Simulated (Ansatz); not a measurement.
The parent structure is ZnSe in the zinc blende structure (space group F-43m, No. 216).

```
CELL_PARAMETERS angstrom
      0.00000     2.83278     2.83278
      2.83278     0.00000     2.83278
      2.83278     2.83278     0.00000
ATOMIC_POSITIONS crystal
  Zn 0.00000 0.00000 0.00000
  Se 0.25000 0.25000 0.25000
```

Cartesian axes are those of the cell as printed.

Level of theory: Kohn–Sham DFT with the r2SCAN functional, run in Ansatz (a program for electronic structure) with PAW and 500 eV plane waves, spin-orbit coupling left out.

For the base:

- Shortest interatomic distance: 2.453 Å
- Valley order: Γ 1.87 eV; L along ⟨111⟩ 3.05 eV; X along ⟨100⟩ 3.34 eV
- Valence-band top at Γ: 0.00, 0.00, 0.00 eV

Modification: tensor shear ε_xy = +0.57 % (engineering shear γ = 0.0114); the atoms relax in the strained cell.

### Question
What does the calculation give for the shortest interatomic distance, stress, valley order, energy relative to the base and valence-band top at Γ after the change?

### Answer
The shortest interatomic distance falls by 0.003 Å to 2.450 Å; the stress (xx, yy, zz, yz, xz, xy; compression positive) amounts to (0.00, 0.00, -0.01, 0.00, 0.00, -0.47) GPa; the valley order (the lowest conduction-band minima on the path, energy above the VBM, named in the base's zone) changes from Γ 1.87 eV; L along ⟨111⟩ 3.05 eV; X along ⟨100⟩ 3.34 eV to Γ 1.83 eV; L along [1-11] 2.97 eV; L along [11-1] 3.07 eV; X along [001] 3.29 eV; the energy grows by 0.4 meV/atom; the valence-band top at Γ (three highest levels, from the VBM) becomes 0.00, -0.04, -0.07 eV (base: 0.00, 0.00, 0.00 eV).

The levels and masses belong to the bands next to the band gap. No phonon test of stability was made.
